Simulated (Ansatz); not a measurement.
The parent structure is SiS₂ in the 2H-MoS2 type structure (space group P6_3/mmc, No. 194; a hypothetical phase, not in the database extracts checked; layered, stacked along the Cartesian z axis).

```
CELL_PARAMETERS angstrom
      3.22413     0.00000     0.00000
     -1.61206     2.79218     0.00000
      0.00000     0.00000    12.15322
ATOMIC_POSITIONS crystal
  Si 0.33333 0.66667 0.25000
  Si 0.66667 0.33333 0.75000
  S  0.33333 0.66667 0.63082
  S  0.66667 0.33333 0.13082
  S  0.66667 0.33333 0.36918
  S  0.33333 0.66667 0.86918
```

All numbers come from r2SCAN+rVV10 (Ansatz, a quantum-chemistry and plane-wave program), no SOC.

Before the change:

* **c/a ratio**: 3.769
* **Volume per atom**: 18.23 Å³

One thing is altered: a hydrostatic pressure of 2.1 GPa.

Task: Predict the new c/a ratio.

Result: The c/a ratio falls by 0.120, from 3.769 to 3.649.

Task: What happens to the volume per atom?

Result: The volume per atom decreases by 0.907 Å³ (18.23 Å³ → 17.33 Å³).

Load acts through the strain it causes; cell and atoms are relaxed under it. Stability against distortions was not tested. All final runs are without spin polarisation.
